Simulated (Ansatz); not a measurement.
**GaP: band gap against strain**

GaP (zinc blende, F-43m, 20.249 Å³/atom at rest) under an equal strain ε in the (111) plane with the normal axis free, as in a coherent film. r2SCAN in Ansatz, a plane-wave DFT program (PAW, default set), 500 eV, 10×10×10 Γ-centred mesh, Fermi-Dirac smearing 0.05 eV; ions are relaxed within the symmetry of each cell. Gaps are the smallest over the k-mesh and a band path, without spin-orbit coupling; in all rows the valence edge lies at Γ and the conduction edge at about 1.0 Å⁻¹ from Γ.

Here s stands for strain and Eg for gap.

| strain (%) | gap (eV) |
|---|---|
| -2.50 | ? |
| -1.25 | 1.74 |
| -0.83 | 1.78 |
| -0.42 | 1.82 |
| 0.00 | 1.85 |

Fit Eg of the 4 rows that show it with a straight line. Means: s -0.62500, Eg 1.797. About the means, the sum of products is 0.076950 and the sum of squares of s is 0.86530; the slope is their ratio. Least squares gives Eg = 1.853 + 0.0889·s. Residuals (row less fit): -0.002, 0.001, 0.004, -0.003; standard error 0.004 (degrees of freedom: 2). Over these rows the gap moves by 8.9 ± 0.4 eV per unit strain.

Q: Estimate the missing Eg (s = -2.50); what did the run itself give?

A: Eg = 1.853 + 0.0889 × (-2.50) = 1.631 eV. The calculation gives 1.58 eV, 0.051 eV below the prediction (18.9 % of the range of Eg in the table). The row lies outside the fitted rows, so this is an extrapolation. The fitted rows scatter only by rounding.

One order more, fitted to all 7 runs of the series, follows each within 0.01, so the miss is the next term of a smooth law. Rows are the converged runs of the series near zero and its far end; series whose fitted rows scatter by over a few per cent of the range, as at a crossing or softening among them, aren't shown in this form. Most that stay on the fit to the last digits aren't either.
